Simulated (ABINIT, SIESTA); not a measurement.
An ABINIT input for a self-consistent single point of AlFe3C (Pm-3m, 5 atoms in the cell) (DFT, PBEsol, plane waves, norm-conserving pseudopotentials (PseudoDojo nc-sr-04 PBEsol standard)):

```
# AlFe3C, PseudoDojo nc-sr-04 PBEsol standard
pp_dirpath "./"
pseudos "Al.upf, Fe.upf, C.upf"
acell 3*1.0
rprim
         7.1616462726    0.0000000000    0.0000000000
         0.0000000000    7.1616462726    0.0000000000
         0.0000000000    0.0000000000    7.1616462726
natom 5
ntypat 3
znucl 13 26 6
typat 1 2 2 2 3
xcart
         0.0000000000    0.0000000000    0.0000000000
         0.0000000000    1.8948900000    1.8948900000
         1.8948900000    0.0000000000    1.8948900000
         1.8948900000    1.8948900000    0.0000000000
         1.8948900000    1.8948900000    1.8948900000
      Angstrom
ecut 1225 eV
ixc -116133
nsppol 2
spinat
      0 0 0
      0 0 4
      0 0 4
      0 0 4
      0 0 0
occopt 3
tsmear 0.00367493
nband 43
kptopt 1
ngkpt 7 7 7
nshiftk 1
shiftk 0 0 0
nstep 60
toldfe 1.0e-09
prtwf 0
prtden 0
enunit 1
```

Problem. Write the same calculation as an input for SIESTA.

Solution. This is the input that was run; spellings and numerical settings could be chosen otherwise.

```
# files in the folder: Al.psml Fe.psml C.psml (PseudoDojo PBEsol standard)
SystemName  AlFe3C
SystemLabel siesta

NumberOfAtoms                5
NumberOfSpecies              3
%block ChemicalSpeciesLabel
  1 13 Al
  2 26 Fe
  3 6 C
%endblock ChemicalSpeciesLabel
LatticeConstant              1.0 Bohr
%block LatticeVectors
     7.161646273    0.000000000    0.000000000
     0.000000000    7.161646273    0.000000000
     0.000000000    0.000000000    7.161646273
%endblock LatticeVectors
AtomicCoordinatesFormat      Bohr
%block AtomicCoordinatesAndAtomicSpecies
     0.000000000    0.000000000    0.000000000  1
     0.000000000    3.580823136    3.580823136  2
     3.580823136    0.000000000    3.580823136  2
     3.580823136    3.580823136    0.000000000  2
     3.580823136    3.580823136    3.580823136  3
%endblock AtomicCoordinatesAndAtomicSpecies

XC.functional                GGA
XC.authors                   PBEsol
PAO.BasisSize                TZP
PAO.EnergyShift              0.01 Ry
MeshCutoff                   350 Ry
%block kgrid.MonkhorstPack
    7   0   0  0.0
    0   7   0  0.0
    0   0   7  0.0
%endblock kgrid.MonkhorstPack
OccupationFunction           FD
ElectronicTemperature        1160.45 K
Spin                         polarized
%block DM.InitSpin
  1 +0.00
  2 +4.00
  3 +4.00
  4 +4.00
  5 +0.00
%endblock DM.InitSpin

MaxSCFIterations             150
SCF.Mixer.Method             Broyden
SCF.Mixer.Weight             0.1
SCF.Mixer.History            8
SCF.DM.Tolerance             1.0E-04
Diag.ParallelOverK           true
WriteForces                  true
Charge.Mulliken              end
```

Basis, cutoffs, solver keys and any potentials are the target program's own. This input uses DFT, GGA PBEsol, numerical atomic orbitals TZP, PseudoDojo PBEsol standard norm-conserving potentials (rewritten from UPF to PSML). Both were run: pressure -13.57 GPa in ABINIT and -14.05 in SIESTA; size of the net moment 0.66 μB/atom in ABINIT and 0.66 in SIESTA.

On ABINIT: the starting cell comes from a database of computed structures (which also holds hypothetical and non-ambient phases and stackings), without a prior relaxation at this level. The magnetic order is the one reached from the typed start; others were not searched systematically. With a pressure of about -14 GPa the cell is away from its equilibrium volume at this level.

On SIESTA: the starting cell comes from a database of computed structures (which also holds hypothetical and non-ambient phases and stackings), without a prior relaxation at this level. The magnetic order is the one reached from the typed start; others were not searched systematically. Values carry the incompleteness of an atom-centred basis. With a pressure of about -14 GPa the cell is away from its equilibrium volume at this level.
